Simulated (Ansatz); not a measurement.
**Si3N4 (model structure, started from the spinel Si type, Fd-3m, No. 227, 14 atoms in the cell): properties by level of theory**

```
level (code)         equilibrium lattice constant a (Å)  cohesive energy (eV/atom)  band gap (eV)
-------------------  ----------------------------------  -------------------------  -------------
LDA (Ansatz)                                      7.691                          ?           3.36
PBEsol (Ansatz)                                   7.744                       6.37           3.29
PBE-D3(BJ) (Ansatz)                               7.735                          ?           3.43
```

Q: Fill in the missing entries.

A: 
- LDA (Ansatz, a program for electronic structure), cohesive energy (eV/atom): 6.97
- PBE-D3(BJ) (Ansatz), cohesive energy (eV/atom): 6.21

Computed values are for a static lattice.  Each level is taken at its own relaxed cell. Ansatz's density-functional and Hartree–Fock values are scalar-relativistic unless marked +SOC, with PAW data made under PBE.

Ansatz's density-functional and Hartree–Fock values are scalar-relativistic unless marked +SOC, with PAW data made under PBE.

Free atoms are spin-polarised, in the lowest state found; at levels without +SOC their spin–orbit coupling is left out.

Computed values are for the static lattice.

A model structure was made by putting elements into a prototype or built by hand; it is no filed structure, need not be a known phase, and can be a saddle point held by its symmetry.
